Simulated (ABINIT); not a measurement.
## ABINIT run on Hf3Pt (P6_3/mmc, 8 atoms in the cell): self-consistent single point

Level of theory: PBEsol, PAW (JTH v2.0 PBE PAW, files made for PBE) (plane waves; ABINIT 10.0.3).

Input:

```
# Hf3Pt, JTH v2.0 PBE PAW
pp_dirpath "./"
pseudos "Hf.GGA_PBE-JTH.xml, Pt.GGA_PBE-JTH.xml"
acell 11.3167189125 11.3167189125 9.7123041093
rprim
         1.0000000000    0.0000000097    0.0000000000
        -0.5000000084    0.8660253990    0.0000000000
         0.0000000000    0.0000000000    1.0000000000
natom 8
ntypat 2
znucl 72 78
typat 1 1 1 1 1 1 2 2
xred
         0.3434500000    0.1717250000    0.7500000000
         0.6565500000    0.8282750000    0.2500000000
         0.1717250000    0.3434500000    0.2500000000
         0.8282750000    0.6565500000    0.7500000000
         0.8282750000    0.1717250000    0.7500000000
         0.1717250000    0.8282750000    0.2500000000
         0.6666666667    0.3333333333    0.2500000000
         0.3333333333    0.6666666667    0.7500000000
ecut 21
pawecutdg 42
pawxcdev 0
ixc -116133
occopt 7
tsmear 0.00367493
nband 58
kptopt 1
ngkpt 4 4 4
nshiftk 1
shiftk 0 0 0
nstep 80
toldfe 1.0e-09
prtwf 0
prtden 0
```

Output (repeated stretches shortened):

```
 Symmetries : space group P6_3/m m c (#194); Bravais hP (primitive hexag.)

 -outvars: echo values of preprocessed input variables --------
            acell      1.1316718913E+01  1.1316718913E+01  9.7123041093E+00 Bohr
             ecut      2.10000000E+01 Hartree
              ixc     -116133
         kptrlatt        4    0    0      0    4    0      0    0    4
          kptrlen      3.88492164E+01
            natom           8
            nband          58
            ngfft          48      48      45
          ngfftdg          72      72      60
             nkpt          12
            nstep          80
             nsym          24
           ntypat           2
           occopt           7
        pawecutdg      4.20000000E+01 Hartree
         pawxcdev           0
            rprim      1.0000000000E+00  9.7000000000E-09  0.0000000000E+00
                      -5.0000000840E-01  8.6602539900E-01  0.0000000000E+00
                       0.0000000000E+00  0.0000000000E+00  1.0000000000E+00
          spgroup         194
           toldfe      1.00000000E-09 Hartree
           tsmear      3.67493000E-03 Hartree
            typat      1  1  1  1  1  1  2  2
           useylm           1
             xred      3.4345000000E-01  1.7172500000E-01  7.5000000000E-01
                       6.5655000000E-01  8.2827500000E-01  2.5000000000E-01
                       1.7172500000E-01  3.4345000000E-01  2.5000000000E-01
                       8.2827500000E-01  6.5655000000E-01  7.5000000000E-01
                       8.2827500000E-01  1.7172500000E-01  7.5000000000E-01
                       1.7172500000E-01  8.2827500000E-01  2.5000000000E-01
                       6.6666666667E-01  3.3333333333E-01  2.5000000000E-01
                       3.3333333333E-01  6.6666666667E-01  7.5000000000E-01
            znucl       72.00000   78.00000

== DATASET  1 ==================================================================

 Real(R)+Recip(G) space primitive vectors, cartesian coordinates (Bohr,Bohr^-1):
 R(1)= 11.3167189  0.0000001  0.0000000  G(1)=  0.0883648  0.0510175  0.0000000
 R(2)= -5.6583596  9.8005660  0.0000000  G(2)= -0.0000000  0.1020349  0.0000000
 R(3)=  0.0000000  0.0000000  9.7123041  G(3)=  0.0000000  0.0000000  0.1029622
 Unit cell volume ucvol=  1.0771941E+03 bohr^3
 Angles (23,13,12)=  9.00000000E+01  9.00000000E+01  1.20000000E+02 degrees

 Coarse grid specifications (used for wave-functions):

 getcut: wavevector=  0.0000  0.0000  0.0000  ngfft=  48  48  45
         ecut(hartree)=     21.000   => boxcut(ratio)=   2.05611

 Fine grid specifications (used for densities):

 getcut: wavevector=  0.0000  0.0000  0.0000  ngfft=  72  72  60
         ecut(hartree)=     42.000   => boxcut(ratio)=   2.11758

   5.71096860E+04                                ecore*ucvol(ha*bohr**3)

_setup2: Arith. and geom. avg. npw (full set) are    4954.172    4954.156

--- !BeginCycle
solver: {iscf: 17, nstep: 80, nline: 4, wfoptalg: 10, }
tolerances: {toldfe: 1.00E-09, }
...

     iter   Etot(hartree)      deltaE(h)  residm     nres2
 ETOT  1  -350.44966554231    -3.504E+02 1.978E+00 5.915E+01
 ETOT  2  -355.17400815788    -4.724E+00 5.710E-02 6.923E+01
 ETOT  3  -354.75717721081     4.168E-01 1.450E-02 6.245E+00
 ETOT  4  -354.78108776745    -2.391E-02 1.628E-02 1.251E+00
 ETOT  5  -354.78224790337    -1.160E-03 1.583E-02 1.512E+00
 ETOT  6  -354.78068346812     1.564E-03 7.447E-03 3.328E-01
   [... 10 lines left out ...]
 ETOT 17  -354.78081918592     9.048E-09 2.776E-04 2.752E-06
 ETOT 18  -354.78081922638    -4.046E-08 2.422E-04 2.750E-07
 ETOT 19  -354.78081923051    -4.123E-09 1.635E-04 2.008E-07
 ETOT 20  -354.78081923061    -1.040E-10 1.573E-04 1.615E-07
 ETOT 21  -354.78081923022     3.928E-10 1.237E-04 1.803E-08

 At SCF step   21, etot is converged :
  for the second time, diff in etot=  3.928E-10 < toldfe=  1.000E-09

 Cartesian components of stress tensor (hartree/bohr^3)
  sigma(1 1)=  1.94538294E-04  sigma(3 2)=  0.00000000E+00
  sigma(2 2)=  1.94538287E-04  sigma(3 1)=  0.00000000E+00
  sigma(3 3)=  1.97335151E-04  sigma(2 1)= -2.54660678E-14

 ----iterations are completed or convergence reached----

 reduced coordinates (array xred) for    8 atoms
       0.343450000000      0.171725000000      0.750000000000
       0.656550000000      0.828275000000      0.250000000000
       0.171725000000      0.343450000000      0.250000000000
       0.828275000000      0.656550000000      0.750000000000
       0.828275000000      0.171725000000      0.750000000000
       0.171725000000      0.828275000000      0.250000000000
       0.666666666667      0.333333333333      0.250000000000
       0.333333333333      0.666666666667      0.750000000000
 cartesian forces (eV/Angstrom) at end:
    1     -0.01190129121061    -0.00687121383755    -0.00000000000000
    2      0.01190129121061     0.00687121383755    -0.00000000000000
    3      0.00000000013330    -0.01374242744422    -0.00000000000000
    4     -0.00000000013330     0.01374242744422    -0.00000000000000
    5      0.01190129134391    -0.00687121360667    -0.00000000000000
    6     -0.01190129134391     0.00687121360667    -0.00000000000000
    7     -0.00000000000000    -0.00000000000000    -0.00000000000000
    8      0.00000000000000    -0.00000000000000    -0.00000000000000
 frms,max,avg= 6.8712137E-03 1.3742427E-02   0.000E+00  0.000E+00  0.000E+00 e/A
 length scales= 11.316718912500 11.316718912500  9.712304109300 bohr
              =  5.988549724514  5.988549724514  5.139529977537 angstroms
 Fermi (or HOMO) energy (hartree) =   0.00338   Average Vxc (hartree)=  -0.43591
 Eigenvalues (hartree) for nkpt=  12  k points:
 kpt#   1, nband= 58, wtk=  0.01563, kpt=  0.0000  0.0000  0.0000 (reduced coord)
  -2.26528   -2.26348   -2.26233   -2.26233   -2.26146   -2.26146   -1.13369   -1.12839
  -1.12642   -1.12159   -1.12159   -1.11972   -1.11972   -1.11588   -1.11588   -1.10662
  -1.10507   -1.10507   -1.10344   -1.09946   -1.09557   -1.09557   -1.09534   -1.09534
  -0.28823   -0.18133   -0.15862   -0.15862   -0.15730   -0.15730   -0.15508   -0.14908
  -0.14908   -0.14645   -0.10571   -0.10571   -0.09415   -0.07706   -0.04379   -0.03611
  -0.03611   -0.02072   -0.02072    0.00437    0.00827    0.00827    0.00846    0.01904
   0.03856    0.03856    0.04042    0.04042    0.05796    0.05796    0.06190    0.17935
   0.18027    0.18730
      occupation numbers for kpt#   1
   2.00000    2.00000    2.00000    2.00000    2.00000    2.00000    2.00000    2.00000
   2.00000    2.00000    2.00000    2.00000    2.00000    2.00000    2.00000    2.00000
   2.00000    2.00000    2.00000    2.00000    2.00000    2.00000    2.00000    2.00000
   2.00000    2.00000    2.00000    2.00000    2.00000    2.00000    2.00000    2.00000
   2.00000    2.00000    2.00000    2.00000    2.00000    2.00000    2.00000    2.00000
   2.00000    2.00000    2.00000    0.70446    0.06014    0.06014    0.05082    0.00000
   0.00000    0.00000    0.00000    0.00000    0.00000    0.00000    0.00000    0.00000
   0.00000    0.00000
 prteigrs : prtvol=0 or 1, do not print more k-points.

--- !EnergyTerms
comment             : Components of total free energy in Hartree
kinetic             :  4.72912530008274E+01
hartree             :  4.03290892518836E+01
xc                  : -5.94597507052976E+01
Ewald energy        : -2.98715433511455E+02
psp_core            :  5.30170806950724E+01
local_psp           : -2.23011397383795E+01
spherical_terms     : -1.14940788589412E+02
internal            : -3.54779689596761E+02
'-kT*entropy'       : -1.31948687752098E-03
total_energy        : -3.54781009083638E+02
total_energy_eV     : -9.65408222441302E+03
...

-Cartesian components of stress tensor (GPa)         [Pressure= -5.7509E+00 GPa]
- sigma(1 1)=  5.72351326E+00  sigma(3 2)=  0.00000000E+00
- sigma(2 2)=  5.72351304E+00  sigma(3 1)=  0.00000000E+00
- sigma(3 3)=  5.80579961E+00  sigma(2 1)= -7.49237456E-10

 Calculation completed.
```

The run converged in 21 iterations.

The starting cell comes from a database of computed structures (which also holds hypothetical and non-ambient phases and stackings), without a prior relaxation at this level. Spin polarisation is off. The potentials were made for another functional than the one used. With a pressure of about -6 GPa the cell is away from its equilibrium volume at this level.

Cost on one core of a shared machine: roughly 9 min.
